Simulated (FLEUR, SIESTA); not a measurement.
A FLEUR input for a self-consistent single point of MgAu (Pm-3m, 2 atoms in the cell) (DFT, LDA (Perdew-Zunger), all-electron FLAPW (FLEUR), scalar-relativistic valence):

Input of the input generator:

```
scf MgAu
&input film=f /
3.2385130000 0.0000000000 0.0000000000
0.0000000000 3.2385130000 0.0000000000
0.0000000000 0.0000000000 3.2385130000
1.8897261246
1.0 1.0 1.0

2
12 0.5000000000 0.5000000000 0.5000000000
79 0.0000000000 0.0000000000 0.0000000000

&comp jspins=1 /
&exco xctyp='pz' /
&kpt div1=7 div2=7 div3=7 /
&end /
```

```xml
<?xml version="1.0" encoding="UTF-8" standalone="no"?>
<fleurInput fleurInputVersion="0.39">
   <comment>
      scf MgAu                                                                                            
   </comment>
   <calculationSetup>
      <cutoffs Kmax="4.1" Gmax="16.4" GmaxXC="16.4" numbands="0"/>
      <scfLoop itmax="60" minDistance="0.00001" maxIterBroyd="15" imix="Anderson" alpha="0.05" precondParam="0.0" spinf="2.0"/>
      <coreElectrons ctail="T" frcor="F" kcrel="0" coretail_lmax="0"/>
      <xcFunctional name="pz" relativisticCorrections="F"/>
      <magnetism jspins="1"/>
      <soc l_soc="F" theta="0.0" phi="0.0" spav="F"/>
      <expertModes spex="0" secvar="F"/>
      <geometryOptimization l_f="T" forcealpha="1.0" forcemix="BFGS" epsdisp="0.00001" epsforce="0.00001"/>
      <ldaU l_linMix="F" mixParam="0.05" spinf="1.0"/>
   </calculationSetup>
   <cell>
      <bzIntegration valenceElectrons="27.0" mode="gauss" fermiSmearingEnergy="0.00367493">
         <kPointListSelection listName="default-1"/>
         <!-- k-points included here -->
         <xi:include xmlns:xi="http://www.w3.org/2001/XInclude" href="kpts.xml"> </xi:include>
      </bzIntegration>
      <!-- symmetry operations included here -->
      <xi:include xmlns:xi="http://www.w3.org/2001/XInclude" href="sym.xml"> </xi:include>
      <bulkLattice scale="1.0">
         <bravaisMatrix>
            <row-1>    6.1199026209567196     0.0000000000000000     0.0000000000000000</row-1>
            <row-2>    0.0000000000000000     6.1199026209567196     0.0000000000000000</row-2>
            <row-3>    0.0000000000000000     0.0000000000000000     6.1199026209567196</row-3>
         </bravaisMatrix>
      </bulkLattice>
   </cell>
   <atomSpecies>
      <species name="Magnesium (Mg)" element="Mg" atomicNumber="12">
         <mtSphere radius="1.91" gridPoints="675" logIncrement="0.017"/>
         <atomicCutoffs lmax="8" lnonsphr="6"/>
         <electronConfig flipSpins="F">
            <coreConfig>(1s1/2)</coreConfig>
            <valenceConfig>(2s1/2) (2p1/2) (2p3/2) (3s1/2)</valenceConfig>
         </electronConfig>
         <energyParameters s="3" p="3" d="3" f="4"/>
         <lo type="SCLO" l="0" n="2" eDeriv="0"/>
         <lo type="SCLO" l="1" n="2" eDeriv="0"/>
      </species>
      <species name="Gold (Au)" element="Au" atomicNumber="79">
         <mtSphere radius="2.63" gridPoints="925" logIncrement="0.015"/>
         <atomicCutoffs lmax="10" lnonsphr="8"/>
         <electronConfig flipSpins="F">
            <coreConfig>(1s1/2) (2s1/2) (2p1/2) (2p3/2) (3s1/2) (3p1/2) (3p3/2) (4s1/2) (3d3/2) (3d5/2) (4p1/2) (4p3/2) (5s1/2) (4d3/2) (4d5/2) (4f5/2) (4f7/2)</coreConfig>
            <valenceConfig>(5p1/2) (5p3/2) (6s1/2) (5d3/2) (5d5/2)</valenceConfig>
            <stateOccupation state="(6s1/2)" spinUp="0.5" spinDown="0.5"/>
         </electronConfig>
         <energyParameters s="6" p="6" d="5" f="5"/>
         <lo type="SCLO" l="1" n="5" eDeriv="0"/>
         <lo type="HELO" l="2" n="6" eDeriv="0"/>
      </species>
   </atomSpecies>
   <atomGroups>
      <atomGroup species="Magnesium (Mg)">
         <relPos label="                   1">1.000/2.000 1.000/2.000 1.000/2.000</relPos>
         <force calculate="T" relaxXYZ="TTT"/>
      </atomGroup>
      <atomGroup species="Gold (Au)">
         <relPos label="                   2">.0000000000 .0000000000 .0000000000</relPos>
         <force calculate="T" relaxXYZ="TTT"/>
      </atomGroup>
   </atomGroups>
   <output dos="F" band="F" slice="F">
      <checks vchk="F" cdinf="F"/>
      <bandDOS minEnergy="-.5*Htr" maxEnergy="0.5*Htr" sigma="0.015" storeEVData="T"/>
      <vacuumDOS vacdos="F" integ="F" star="F" nstars="0" locx1="0.0" locy1="0.0" locx2="0.0" locy2="0.0" nstm="0" tworkf="0.0"/>
      <unfoldingBand unfoldBand="F" supercellX="1" supercellY="1" supercellZ="1"/>
      <plotting iplot="0" polar="F">
         <plot TwoD="T" vec1="  1.0  0.0  0.0" vec2="  0.0  1.0  0.0" vec3="  0.0  0.0  1.0" zero="  0.0  0.0  0.0" file="plot"/>
      </plotting>
      <chargeDensitySlicing numkpt="0" minEigenval="0.0" maxEigenval="0.0" nnne="0" pallst="F"/>
      <specialOutput eonly="F"/>
      <magneticCircularDichroism mcd="F" energyLo="-10.0" energyUp="0.0"/>
   </output>
  <!-- We include the file relax.xml here to enable relaxations (see documentation) -->
  <xi:include xmlns:xi="http://www.w3.org/2001/XInclude" href="relax.xml"> <xi:fallback/> </xi:include>
</fleurInput>
```

Task: Give the SIESTA input for the same structure, mesh, smearing and functional.

Result: One input that does it (others would too):

```
# files in the folder: Mg.psml Au.psml (PseudoDojo LDA standard)
SystemName  MgAu
SystemLabel siesta

NumberOfAtoms                2
NumberOfSpecies              2
%block ChemicalSpeciesLabel
  1 12 Mg
  2 79 Au
%endblock ChemicalSpeciesLabel
LatticeConstant              3.238513 Ang
%block LatticeVectors
     1.000000000    0.000000000    0.000000000
     0.000000000    1.000000000    0.000000000
     0.000000000    0.000000000    1.000000000
%endblock LatticeVectors
AtomicCoordinatesFormat      ScaledCartesian
%block AtomicCoordinatesAndAtomicSpecies
     0.500000000    0.500000000    0.500000000  1
     0.000000000    0.000000000    0.000000000  2
%endblock AtomicCoordinatesAndAtomicSpecies

XC.functional                LDA
XC.authors                   PW92
PAO.BasisSize                TZP
PAO.EnergyShift              0.01 Ry
MeshCutoff                   350 Ry
%block kgrid.MonkhorstPack
    7   0   0  0.0
    0   7   0  0.0
    0   0   7  0.0
%endblock kgrid.MonkhorstPack
OccupationFunction           MP
OccupationMPOrder            0
ElectronicTemperature        1160.45 K

MaxSCFIterations             150
SCF.Mixer.Method             Broyden
SCF.Mixer.Weight             0.1
SCF.Mixer.History            8
SCF.DM.Tolerance             1.0E-05
Diag.ParallelOverK           true
WriteForces                  true
Charge.Mulliken              end
```

Basis settings and potentials, where a program has them, do not carry over. This input uses DFT, LDA PW92, numerical atomic orbitals TZP, PseudoDojo LDA standard norm-conserving potentials (rewritten from UPF to PSML). LDA parametrisations can differ slightly between programs.

The starting cell comes from a database of computed structures (which also holds hypothetical and non-ambient phases and stackings), without a prior relaxation at this level. Its lattice was rescaled by a random factor within 2.5 % of one.
